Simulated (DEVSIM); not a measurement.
System: Schottky contact on n-type CdTe, at 350 K.

Layer 1 from the left is CdTe, thickness (μm) 4.00, Nd (cm⁻³) 8.7e15, τn (s) 4.2e-10, τp (s) 4.2e-10.

Left contact: Schottky, work function 5.09 eV, emission velocity 7.9e6 cm/s. Right contact: ohmic. Voltage is applied to the left contact. Recombination: SRH at mid-gap, Auger. Mobility is constant in doping.

Constants are typed, rounded textbook-type inputs, not results; the design itself was drawn at random and stands for no fabricated device. Values at 300 K; Nc and Nv go as T^1.5, mobilities as T to minus their exponent, the gap by Varshni's rule with the affinity fixed.

CdTe: gap (eV) 1.5, affinity (eV) 4.28, permittivity 10.2, Nc (cm⁻³) 8e17, Nv (cm⁻³) 1.8e19, μn (cm²/Vs) 1000, μp (cm²/Vs) 80, T exponent of μn 1.7, T exponent of μp 1.5, Cn (cm⁶/s) 1e-30, Cp (cm⁶/s) 1e-30, Varshni α (eV/K) 0.00031, Varshni β (K) 108.

Model (solved in DEVSIM): 1D drift-diffusion, Boltzmann statistics, complete ionisation; no tunnelling, impact ionisation, image-force lowering or self-heating. Metal contacts follow the ideal Schottky-Mott rule: no Fermi-level pinning, no interface dipoles.

Dark forward current:

| |V| (V) | |J| (A/cm²) |
|---|---|
| 0.05 | 9.486e-6 |
| 0.10 | 5.850e-5 |
| 0.15 | 0.0003123 |
| 0.20 | 0.001626 |
| 0.25 | 0.008407 |
| 0.30 | 0.04328 |
| 0.35 | 0.2213 |
| 0.40 | 1.114 |
| 0.45 | 5.320 |
| 0.50 | 21.63 |
| 0.55 | 63.73 |
| 0.60 | 133.9 |
| 0.65 | 223.6 |
| 0.70 | 325.2 |
| 0.75 | 434.2 |
| 0.80 | 548.3 |
| 0.85 | 665.8 |
| 0.90 | 785.8 |
| 0.95 | 907.8 |
| 1.00 | 1031 |
| 1.05 | 1156 |
| 1.10 | 1282 |
| 1.15 | 1408 |
| 1.20 | 1536 |
| 1.25 | 1663 |
| 1.30 | 1792 |

Problem. Work out the local ideality factor n = ΔV / (kT/q · ln(J2/J1)) between the rows 0.15 and 0.20 V, 1.25 and 1.30 V.

Solution. kT/q = 30.16 mV. From 0.15 to 0.20 V: ln(0.001626/0.0003123) = 1.650, n = 1.00, near the 1 of diffusion or emission over a barrier. From 1.25 to 1.30 V: ln(1792/1663) = 0.075, n = 22.19; the layers' resistance at their doping, Σ W/(qμN) = 0.00037 Ω cm², would take 48 mV of this step of 50 mV.

Problem. Estimate the current at 0.25 V for emission alone, J0 = q v N_band exp(−φB/kT), and read the barrier back from the simulated current.

Solution. φB = 0.810 eV, N_band = 1.01e18 cm⁻³, J0 = 2.77e-6 A/cm²; J = J0 (exp(qV/kT) − 1) = 0.0110 A/cm². The simulation gives 0.00841 A/cm²; the estimate lies 31 % above. Read backwards, the simulated current gives an apparent barrier of 0.818 eV. The estimate leaves out transport through the depletion region and minority injection.
